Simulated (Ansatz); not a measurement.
Consider Au in the fcc (Cu type) structure (space group Fm-3m, No. 225; a = 4.1579 Å; relaxed with 0.1 eV smearing).

(Cell as relaxed with PBE.)

Levels (all Ansatz, an electronic-structure program, PAW, earlier PAW set): PBE (420 eV, no spin-orbit coupling); r2SCAN (500 eV, no SOC).

Each level relaxes its own structure.

```tsv
base	PBE	r2SCAN
volume per atom	17.97 Å³	17.54 Å³
lattice parameter a	4.158 Å	4.124 Å
band gap	zero	zero
```

The change: an isotropic linear strain of +4.17 %; the atoms relax in the strained cell.

| quantity | PBE | r2SCAN |
|---|---|---|
| energy relative to the base (free energy F) | +100 meV/atom | +107 meV/atom |
| pressure | -11.8 GPa | -13.0 GPa |

PBE's energy relative to the base lies 7.4 meV/atom below r2SCAN's; PBE's pressure lies 1.2 GPa above r2SCAN's. Neither level is exact; r2SCAN is the comparison here, not a measurement.

Stability against distortions was not tested.
